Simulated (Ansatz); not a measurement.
A computed series for SnO: response to strain

The reference is SnO (space group P4/nmm, No. 129; layered, stacked along the Cartesian z axis; relaxed with 0.1 eV smearing).

```xyz
4
Lattice="3.7685 0.0000 0.0000 0.0000 3.7685 0.0000 0.0000 0.0000 4.5571" Properties=species:S:1:pos:R:3 pbc="T T T"
Sn     1.8843     0.0000     3.4004
Sn     0.0000     1.8843     1.1567
O      1.8843     1.8843     0.0000
O      0.0000     0.0000     0.0000
```

Cartesian axes are those of the cell as printed.

Strains are applied to the cell and any free atomic positions relax; under biaxial strain the out-of-plane vector relaxes too.

The values are results of Kohn–Sham DFT with the PBEsol-D3(BJ) functional, run in Ansatz (a program for electronic structure) with PAW and 420 eV plane waves, spin-orbit coupling left out, not measurements.

```json
[
 {"biaxial strain, plane normal [001], relaxed out of plane (%)": "0", "out-of-plane strain (%)": "0.00"},
 {"biaxial strain, plane normal [001], relaxed out of plane (%)": "0.6", "out-of-plane strain (%)": "?"},
 {"biaxial strain, plane normal [001], relaxed out of plane (%)": "1.2", "out-of-plane strain (%)": "-0.80"},
 {"biaxial strain, plane normal [001], relaxed out of plane (%)": "1.8", "out-of-plane strain (%)": "-1.23"},
 {"biaxial strain, plane normal [001], relaxed out of plane (%)": "2.4", "out-of-plane strain (%)": "-1.69"},
 {"biaxial strain, plane normal [001], relaxed out of plane (%)": "3", "out-of-plane strain (%)": "-2.17"}
]
```

Q: Fit ε⊥ = −νε + γε² (strains in %) to the rows shown and predict the withheld row.

A: Least squares on the printed values gives ν = 0.63 (the biaxial Poisson response) and γ = -0.032 (largest residual 0.00 %); this predicts -0.39 %, and the run gives -0.39 %, in agreement.

Whether these cells are dynamically stable was not tested. All final runs are without spin polarisation.
